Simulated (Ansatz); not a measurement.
Results of PBEsol (plane waves, PAW; Ansatz, a program for electronic structure) for BeSi (model structure, F-43m, No. 216, 2 atoms in the cell).

Settings: plane-wave cutoff 520 eV, 20×20×20 k mesh, Fermi–Dirac smearing 0.05 eV, scalar-relativistic PAW data made under PBE.

Cell (relaxed at this level):

Space group F-43m (No. 216); a = 5.103 Å, b = 5.103 Å, c = 5.103 Å, α = 90.00°, β = 90.00°, γ = 90.00°

```csv
atom,site,symmetry,x,y,z
Be,4a,-43m,0.0000,0.0000,0.0000
Si,4d,-43m,0.7500,0.7500,0.7500
```
(The calculation used a cell of 2 atoms; values per cell refer to that cell.)

Question: What does this level give for the bulk modulus?

Answer: 
- bulk modulus: 65.9 GPa

The run finds no gap.

Note: the bulk modulus is −V dP/dV from two relaxed cells at ±2 % in volume; the relaxation could raise the start's symmetry but not lower it, so the cell can be a saddle point.

The computed numbers hold no vibrational or temperature effects.

The result took very roughly 60 core-seconds.

A model structure was made by putting elements into a prototype or built by hand; it is no filed structure, need not be a known phase, and can be a saddle point held by its symmetry.
